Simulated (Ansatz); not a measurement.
The starting structures come from a database of crystals and need not be the phases stable at ambient conditions.

The decay constant κ of evanescent states in the gap governs leakage through a thin film.

Consider the following.

```
LuRbO2
1.0
    3.37697     0.00000     0.00000
   -1.68848     2.92454     0.00000
    1.68849     0.97485     6.47431
Rb Lu O
1 1 2
Direct
  0.00000   0.00000   0.00000
  0.00000   0.50000   0.50000
  0.44785   0.22392   0.32823
  0.55215   0.77608   0.67177
```

Space group of this cell: R-3m. The cell is taken as given; by r2SCAN its mean pressure is 2.3 GPa.

Transport runs along the normal of the first two printed cell vectors, the (001) plane of the conventional cell.

The gap is the functional's own. No spin-orbit coupling. Mid-gap values are interpolated on the energy grid.

Problem. Predict the band gap and the smallest decay constant κ at mid-gap from r2SCAN (Ansatz, a first-principles code).

Solution. Gap 3.70 eV on a 10×10×10 mesh; κ = 0.359 1/Å, at the zone centre.
